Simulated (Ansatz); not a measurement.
SiNF (model structure, Pmn2₁, No. 31, 6 atoms in the cell), treated with PBE-D3(BJ) (Ansatz, a program for electronic structure, PAW).

Run with plane-wave cutoff 520 eV, 12×6×8 k mesh (along the axes of the cell as run), Fermi–Dirac smearing 0.01 eV, scalar-relativistic PAW data made under PBE.

Computed at the level's own relaxed cell.

```xyz
6
Lattice="2.9085 0.0000 0.0000 0.0000 5.0131 0.0000 0.0000 0.0000 4.8463" Properties=species:S:1:pos:R:3 pbc="T T T"
Si     0.0000     1.9547    -0.0471
N      1.4542     2.4097     3.9834
F      0.0000     0.3625     0.1023
Si     1.4542     3.0584     2.3761
N      0.0000     2.6034     1.5602
F      1.4542     4.6506     2.5254
```

Task: List the 20 lowest band energies at Γ above −25 eV (eV, relative to the valence band maximum), grouping those that round alike.

Result: At Γ: -23.36, -23.09, -16.60, -14.29, -8.77, -5.95, -5.81, -4.28, -4.18, -4.09, -3.12, -2.78, -2.29, -2.15, -2.07, -0.14, 5.18, 5.19, 6.96, 8.96.

Note: the relaxation could raise the start's symmetry but not lower it, so the cell can be a saddle point.

A model structure was made by putting elements into a prototype or built by hand; it is no filed structure, need not be a known phase, and can be a saddle point held by its symmetry.
